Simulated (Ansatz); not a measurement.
Abridged Ansatz (a program for electronic structure) output:

```
Pseudopotential: B, paw, valence charge 3
Pseudopotential: P, paw, valence charge 5
Crystal: 6 atoms, lattice volume = 63.865 Å³
Basis set: ecut = 420 eV, 1259 PW (Γ), exchange–correlation on 48×48×96 points (8 copies of the dense FFT grid, shifted against one another)
Bands: 18, of which v1, the nominal top of the filled ones, is band 12 counted from 1 (11 counted from 0)
Symmetry: 12 space group operations
k-points: 57 of 720 (time reversal used)
Functional: x = pbesol(κ = 0.804, μ = 0.12345679012345678), c = pbesol(β = 0.046)
SCF iter   1: F=—  HF=-2678.045369 eV  |F-HF|=—  |Δ(HF+E_count)|=         —  Δρ=4.92e-3  dr2=1.42e-2  ethr=1.77e-3  ⟨swp⟩=6.1  Hψ=6330  notcnv=0
SCF iter   2: F=—  HF=-2678.042807 eV  |F-HF|=—  |Δ(HF+E_count)|=   2.56e-3  Δρ=1.64e-3  dr2=7.95e-4  ethr=5.93e-5  ⟨swp⟩=2.1  Hψ=2093  notcnv=0  defer=3
SCF 1 converged in 6 iterations: F = -2678.042944 eV  dr2 = 4.53e-11
SCF converged after 6 iterations
Free energy (F): -2678.042944 eV
Internal energy: -2678.042472 eV  (E = F + TS)
E sigma→0 (E₀):  -2678.042708 eV
Entropy (-TS):   -0.000472 eV (-0.079 meV/atom)
Fermi energy:    11.071262 eV
--- Forces (eV/Å), atoms counted from 1 ---
  atom   1  B     -0.00000000     0.00000000     0.00000000
  atom   2  B     -0.00000000     0.00000000    -0.00000000
  atom   3  B      0.00000000     0.00000000     0.00000000
  atom   4  P     -0.00000000     0.00000000     0.00000000
  atom   5  P     -0.00000000    -0.00000000    -0.00000000
  atom   6  P      0.00000000    -0.00000000     0.00000000
--- Stress (GPa, compression-positive) ---
       -0.004352       0.000000       0.000000
       -0.000000      -0.004352      -0.000000
        0.000000      -0.000000       0.001603
  P = ⅓ Tr σ = -0.0024 GPa (-0.024 kbar)
```

### Question
What was computed, and what are the main results?

### Answer
BP, 6 atoms in the cell, with Ansatz PBEsol, scalar-relativistic without spin-orbit coupling. The last SCF converged to F = -2678.042944 eV, or -446.3405 eV per atom, at a pressure of 0.00 GPa. The total energy compares only with runs of the same code, potentials and settings.

Stability against distortions was not tested. The base started in P3_121 and relaxed to P6_422 at this level. The final runs are not spin-polarised. The cell is BP (space group P6_422, No. 181; a hypothetical phase, not in the database extracts checked).
